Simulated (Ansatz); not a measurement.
# Short convergence ladders for the (110) slab of Ag (cut from a parent of space group no. 229; 4 atoms in the cell)

```yaml
crystal:
  lattice:
    - [2.88202, 0.00000, 0.00000]
    - [-3.84269, 2.71719, 0.00000]
    - [0.00000, 0.00000, 21.05948]
  atoms:
    - { symbol: Ag, position: [0.00000, 0.00000, 0.33239] }
    - { symbol: Ag, position: [0.00000, 0.50000, 0.44413] }
    - { symbol: Ag, position: [0.00000, 0.00000, 0.55587] }
    - { symbol: Ag, position: [0.00000, 0.50000, 0.66761] }
```

Base method: LDA (PW92), default PAW files made with PBE (plane waves; Ansatz, an electronic-structure program).

Base settings: basis.ecutwfc = 420 eV; kpoints.mp_grid.grid = 15 15 1; hamiltonian.xc = lda; hamiltonian.pseudopotentials = {kind: paw} (the program's default PAW files); scf.occupations.method = fermi_dirac; scf.occupations.width = 0.1 eV.

The count of work is k-points × plane waves × bands × iterations; it is no time. Core times come from one kind of shared machine, to one figure; runs under 30 s give none.

**The vacuum**

The mesh stays at the base's, so the ladder's end is converged at best in this setting alone.

Only quantities that move along the ladder and can be compared are tabulated.

```tsv
vacuum between outermost atoms (Å)	free energy less the last step's (meV/atom)	largest difference of a force vector from the last step's (eV/Å)	count of work / last
3.0	-193.79	0.740	0.31
4.0	-56.74	0.251	0.29
5.0	-8.76	0.027	0.33
6.0	-0.35	0.004	0.36
7.0	0.47	0.004	0.38
8.0	0.29	0.002	0.40
10.0	0.05	0.000	0.46
12.0	0.01	0.000	0.51
14.0	0.00	0.000	0.57
17.0	0.00	0.000	0.65
20.0	0.01	0.000	0.73
25.0	0.01	0.000	0.86
30.0	0.00	0.000	1.0
```

Smallest vacuum between outermost atoms (Å) that holds the free energy within 1 meV/atom of the last step, with all finer ones: 6.0, at 0.36 of the last step's count of work; the step before is off by 8.8 meV/atom.

Smallest vacuum between outermost atoms (Å) that holds the forces within 0.005 eV/Å of the last step, with all finer ones: 6.0, at 0.36 of the last step's count of work; the step before is off by 0.027 eV/Å.

**The plane-wave cutoff**

The mesh stays at the base's, so the ladder's end is converged at best in this setting alone.

Only quantities that move along the ladder and can be compared are tabulated.

```csv
basis.ecutwfc,free energy less the last step's (meV/atom),largest difference of a force vector from the last step's (eV/Å),count of work / last
210 eV,7258.79,0.159,0.14
250 eV,1372.23,0.101,0.19
295 eV,162.35,0.004,0.21
355 eV,4.38,0.000,0.28
420 eV,1.16,0.000,0.35
505 eV,0.52,0.000,0.47
630 eV,0.17,0.000,0.65
840 eV,0.00,0.000,1.0
```

Coarsest basis.ecutwfc that holds the forces within 0.01 eV/Å of the last step, with all finer ones: 295 eV, at 0.21 of the last step's count of work; the step before is off by 0.10 eV/Å.

Coarsest basis.ecutwfc that holds the free energy within 2 meV/atom of the last step, with all finer ones: 420 eV, at 0.35 of the last step's count of work; the step before is off by 4.4 meV/atom.

**The depth of the slab**

On a (110) slab of Ag (cut from a parent of space group no. 229; 1 atoms in the cell), and deeper slabs.

Surface energy = (E_slab − N e_bulk)/2A, with e_bulk from the bulk crystal on its finest mesh (560 k-points); errors per atom of slab and bulk, whose meshes differ, grow with N. The bulk cell stands at -12.5 GPa at this level, so the slab is strained in the plane.

The mesh stays at the base's, so the ladder's end is converged at best in this setting alone.

Only quantities that move along the ladder and can be compared are tabulated.

```tsv
atoms	unrelaxed surface energy (J/m²)	count of work / last	core time / last (rough)
1	1.060	0.027	–
2	1.185	0.051	–
3	1.179	0.090	–
4	1.182	0.15	–
5	1.171	0.21	–
6	1.169	0.28	0.3
7	1.164	0.36	0.3
8	1.164	0.45	0.4
10	1.158	0.73	0.7
12	1.156	1.0	1
```

Smallest size that holds the unrelaxed surface energy within 0.05 J/m² of the last step, with all finer ones: 2, at 0.051 of the last step's count of work; the step before is off by 0.096 J/m².

On the base run: the starting cell comes from a database of computed structures (which also holds hypothetical and non-ambient phases and stackings), without a prior relaxation at this level. The slab is cut from that crystal, and its faces are unrelaxed. Its lattice was rescaled by up to half a per cent.

Left out of this page: 1 run of the series outside the window shown, repeating another row's setting, or not comparable.

Keys are those of Ansatz 0.2.
